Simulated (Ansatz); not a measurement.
Adsorption energy and surface dipole of Cl on the 1x1 (0001) surface of hcp Ru, one in a 2x2 cell, started at the site 'hollow Ru-Ru-Ru over Ru at depth 2.1 Å', worked from the runs' numbers; total energies count from the potentials' own zero.

These are PBE (plane waves to 420 eV, PAW; Ansatz, a program for electronic structure) values and carry that method's errors.

Slab: 17 atoms, 6.3 Å thick at the start under the adsorbate (thin: gaps and levels are the slab's own); k 6x6x1, smearing 0.1 eV, dipole-corrected; 8 atoms held, the rest relaxed; start symmetry kept, larger cells not searched; no spin, no spin-orbit, no U, no dispersion correction. At the end it is bonded to 3 Ru. In PBE this state lies 0.04 eV over the lowest of the starts that converged ('hollow Ru-Ru-Ru').

| quantity | value |
|---|---|
| slab with the adsorbate | -95132.254 eV |
| clean slab, same cell and mesh | -94050.528 eV |
| reference, ½ Cl2(g) | -1079.444 eV |
| area of the cell | 25.66 Å² |
| change of the step from the bottom to the top vacuum level | -0.148 eV |

Question: What is the adsorption energy against this reference?

Answer: E(slab + adsorbate) − E(slab) − E(reference) = -2.28 eV, so in this state the adsorbate is more stable than in the reference, at a coverage of 3.90 a nm².
